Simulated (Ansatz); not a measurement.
Take an 8-atom supercell of SiC (space group P6_3mc, No. 186; a = 3.078 Å, c = 10.077 Å) at its relaxed geometry as the base.

Calculations: Ansatz (a program for electronic structure) r2SCAN, no spin-orbit coupling, earlier PAW set.

One neutral defect a cell, atoms relaxed at fixed cell.

One change was made to it. Results:

| quantity | base | after |
|---|---|---|
| pressure | 0.0 GPa | 18.3 GPa |
| largest displacement of a host atom from its site in the perfect cell | – | 0.36 Å |

Question: Which of these changes matches the shifts?
(A) Mg on a Si site
(B) Si on a C site (antisite), symmetric start
(C) Sn on a Si site
(D) H interstitial (started 1.97 Å from the nearest host atom), symmetric start

Answer: A, Mg on a Si site. For comparison, the pressure in the other runs: H interstitial (started 1.97 Å from the nearest host atom), symmetric start gives 5.1 GPa; Si on a C site (antisite), symmetric start gives 41.4 GPa; Sn on a Si site gives 31.2 GPa.

The magnetic state is the one reached from the starting moments; the real material's order can differ, and small cells can't hold many antiferromagnetic ones. The cell is small, so the values are those of an ordered compound at a high defect concentration; dilute-limit values will differ. A case with no gap was solved on a k-mesh chosen for an insulator, which is coarse for it. Defects with a symmetric start kept the site's symmetry and may sit on a saddle; the others started slightly shaken. Starting moments died away, wholly or in part, for Mg on a Si site, Si on a C site (antisite) and Sn on a Si site; another magnetic solution may exist.
